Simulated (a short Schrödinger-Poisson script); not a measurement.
# MOS inversion layer, SiO2 on p-type GaAs

Stack: MOS inversion layer, SiO2 on p-type GaAs, at 400 K.

```csv
layer,material,thickness (nm),Na (cm⁻³)
1,SiO2,2.9,-
2,GaAs,570,7.5e17
```

The device is made up for the run: typed textbook-type constants, with dimensions and the other settings drawn at random. SiO2: permittivity 3.9, conduction-band edge (eV) 3.17, gap (eV) 9, electron mass (mₑ) 0.5. GaAs: permittivity 12.9, conduction-band edge (eV) 0, gap (eV) 1.424, Nv at 300 K (cm⁻³) 9e18.

Channel valleys (confinement mass, in-plane density-of-states mass, number): Γ 0.067, 0.067, 1. At the gate the conduction-band edge of layer 1 lies 3.73 eV − eVg above the Fermi level of the channel; the field vanishes at the back. Gaps are held at their typed values at every temperature. Mesh 0.03 nm at interfaces.

From a short Schrödinger-Poisson script (our own, NumPy): 1D Poisson equation in equilibrium, electrons quantum, Hartree plus LDA exchange-correlation (BenDaniel-Duke, 12 states a valley, the channel's in-plane mass for all, wave functions ending at the dielectric), parabolic valleys, classical holes, full ionisation, no traps, pinning or gate leakage.

```tsv
Vg (V)	electrons (cm⁻²)	C (μF/cm²)	Γ E0 (meV)	Γ E1 (meV)
0.9	1.37e7	0.202	385.1	563.0
1.1	1.25e9	0.195	229.2	417.5
1.3	9.26e10	0.384	79.2	278.2
1.5	7.16e11	0.702	-3.1	205.8
1.7	1.60e12	0.774	-49.6	167.8
1.9	2.55e12	0.797	-87.8	137.5
2.1	3.52e12	0.809	-123.3	109.5
2.3	4.50e12	0.818	-157.5	82.7
2.5	5.50e12	0.828	-190.5	57.5
```

Gate voltages with under 1e6 electrons/cm² are left out.

Subbands count from the Fermi level.

Above a few 1e12 electrons/cm² a light Γ valley is non-parabolic and upper valleys begin to fill, which the model leaves out.
